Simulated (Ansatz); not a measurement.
WC: isotropic strain −3.88 %

Start from WC (space group P-6m2, No. 187; a = 2.913 Å, c = 2.835 Å; relaxed with 0.1 eV smearing).

It is then changed as follows: every lattice vector is shortened by 3.88 %; the atoms relax in the strained cell.

The values are results of r2SCAN (Ansatz, a first-principles code; PAW; 500 eV plane waves; scalar-relativistic without spin-orbit coupling), not measurements. k-mesh 23×23×20 (Γ-centred); smearing 0.1 eV (Fermi–Dirac).

```tsv
quantity	base	changed	shift
volume per atom	10.42 Å³	9.25 Å³	-1.17 Å³
space group	P-6m2 (No. 187)	P-6m2 (No. 187)	–
energy relative to the base (free energy F)	0 meV/atom	+0.202 eV/atom	+0.202 eV/atom
pressure (mean of the normal stresses, compression positive)	0.0 GPa	61.5 GPa	+61.5 GPa
band gap	zero	zero	–
```

Cost of the whole job for the changed cell (relaxation, final SCF and bands): about 90 core-seconds (a rough figure).

Stability against distortions was not tested. The final runs are not spin-polarised.
